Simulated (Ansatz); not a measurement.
Data:

```xyz
10
Lattice="3.0476 0.0000 0.0000 1.5238 6.1402 0.0000 0.0000 1.3841 5.6504" Properties=species:S:1:pos:R:3 pbc="T T T"
Ga     1.5238     2.8991     3.8720
Ga     3.0476     4.6252     1.7783
Ga     3.0476     1.3951     1.1595
Ga     1.5238     6.1293     4.4908
O      3.0476     7.1258     4.2001
O      1.5238     0.3986     1.4502
O      3.0476     2.7336     2.4679
O      1.5238     4.7908     3.1824
O      1.5238     4.2712     0.6167
O      3.0476     3.2532     5.0336
```

Space group of this cell: C2/m. The cell is taken as given; by r2SCAN its mean pressure is -1.5 GPa.

The current runs along the normal of the first two printed vectors. All runs by Ansatz (a program for electronic structure), plane waves and PAW, without spin-orbit coupling; the base is r2SCAN.

```csv
run,mean pressure (GPa),gap (eV),mid-gap κ (1/Å)
base,-1.5,2.95,0.228
all lengths scaled by 0.98,12.8,___,___
all lengths scaled by 1.02,-12.2,___,___
"lengths across the current scaled by 0.98, ions clamped",7.7,3.32,0.248
"lengths across the current scaled by 1.02, ions clamped",-8.9,2.51,0.206
"lengths along the current scaled by 0.97, ions clamped",5.3,3.08,0.239
"lengths along the current scaled by 1.03, ions clamped",-7.0,___,___
```

What belongs in the gaps?


- all lengths scaled by 0.98, gap (eV): 3.54
- all lengths scaled by 0.98, mid-gap κ (1/Å): 0.257
- all lengths scaled by 1.02, gap (eV): 2.41
- all lengths scaled by 1.02, mid-gap κ (1/Å): 0.198
- lengths along the current scaled by 1.03, ions clamped, gap (eV): 2.64
- lengths along the current scaled by 1.03, ions clamped, mid-gap κ (1/Å): 0.214
